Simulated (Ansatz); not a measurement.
Consider SrTiO3 in the cubic perovskite structure (space group Pm-3m, No. 221; a = 3.8911 Å). Axes: x, y, z lie along the cube axes.

Level of theory: PBEsol in Ansatz (plane waves to 420 eV, PAW, no spin-orbit coupling).

Base values:

```
Property               Value
-------------------  -------
Band gap             1.85 eV
Smallest direct gap  2.19 eV
```

Perturbation: tensile biaxial strain of 1.40 % in the plane normal to [001], as in epitaxy on a mismatched substrate; the out-of-plane cell vector and the atoms relax.

Problem. How does this affect the band gap?

Solution. The band gap shrinks by 0.07 eV (1.85 eV → 1.78 eV).

Problem. Estimate the effect on the energy relative to the base.

Solution. The energy grows by 5.4 meV/atom.

Problem. What does the calculation give for the smallest direct gap after the change?

Solution. The smallest direct gap decreases by 0.06 eV (2.19 eV → 2.13 eV).

Problem. What happens to the out-of-plane strain?

Solution. The out-of-plane strain is -0.79 %.

Whether these cells are dynamically stable was not tested. All final runs are without spin polarisation. Many cubic perovskites are stable only at high temperature; tilts and polar distortions were not tested.

Ansatz is an electronic-structure program.
